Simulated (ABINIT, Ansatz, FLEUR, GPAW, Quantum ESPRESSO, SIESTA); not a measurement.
NaF (Fm-3m, 2 atoms in the cell) computed with different codes at matched settings

Self-consistent single point.

```yaml
crystal:
  lattice:
    - [0.00000, 2.31500, 2.31500]
    - [2.31500, 0.00000, 2.31500]
    - [2.31500, 2.31500, 0.00000]
  atoms:
    - { symbol: Na, position: [0.00000, 0.00000, 0.00000] }
    - { symbol: F, position: [0.50000, 0.50000, 0.50000] }
```

Shared settings, as Ansatz (a quantum-chemistry and plane-wave program) writes them: kpoints.mp_grid.grid = 2 2 2; scf.occupations.method = fermi_dirac; scf.occupations.width = 0.05 eV. Potentials and cutoffs stand in the table.

```csv
code,model,pressure (GPa),gap on the mesh (eV),cutoff
SIESTA,"GGA PBE, numerical atomic orbitals DZP, PseudoDojo PBE standard norm-conserving potentials (rewritten from UPF to PSML)",3.67,6.064,grid 300 Ry
ABINIT,"PBE, norm-conserving pseudopotentials (PseudoDojo nc-sr-05 PBE standard)",3.41,6.259,44 Ha
FLEUR,"PBE, all-electron FLAPW (FLEUR), scalar-relativistic valence",–,6.452,Kmax 4.2 1/bohr
Quantum ESPRESSO,"PBE, PseudoDojo standard norm-conserving (PBE) pseudopotentials",3.39,6.259,90 Ry
GPAW,"PBE, GPAW PAW datasets PBE (gpaw-data 1.0.1)",–,6.245,900 eV
Ansatz,"PBE, default PAW files",3.00,6.231,420 eV
```

A dash marks a value that a program does not give, or that is left out as unsure.

Gaps are read on the mesh.

The spread over the programs that give each value: pressure within 0.67 GPa; gap on the mesh within 0.388 eV.

SIESTA uses small atom-centred bases, whose incompleteness enters pressures, forces and empty levels differently from a plane-wave cutoff. FLEUR treats all electrons, but the usual bases taken here (sphere radii, linearisation, local orbitals, empty states) were not tested for convergence, so the values are no reference for the others. Ansatz's pressure is given at a fixed set of plane waves, as the other plane-wave codes print theirs; with its correction for the finite basis it is 3.50 GPa (the shift of 0.51 GPa shows how far the cutoff is from converged). The pressure of GPAW is left out: its cutoff lies under the one at which its stress was checked. In the gap, SIESTA (by 0.187) and FLEUR (by 0.200) lie more than 0.12 eV from the median of the plane-wave programs.

On the base mesh (6 6 6) the same programs gave: Ansatz pressure 1.80 GPa, gap on the mesh 6.330 eV; Quantum ESPRESSO pressure 2.19 GPa, gap on the mesh 6.354 eV; ABINIT pressure 2.20 GPa, gap on the mesh 6.354 eV; GPAW gap on the mesh 6.341 eV; FLEUR gap on the mesh 6.550 eV; SIESTA pressure -0.57 GPa, gap on the mesh 6.166 eV.

The values differ from the base mesh's, so the mesh still matters here: the table compares the programs at equal settings.

The starting cell has typed, rounded lattice constants, without a prior relaxation at this level.

Left out of this page: CP2K (on another mesh).

Keys are those of Ansatz 0.2.
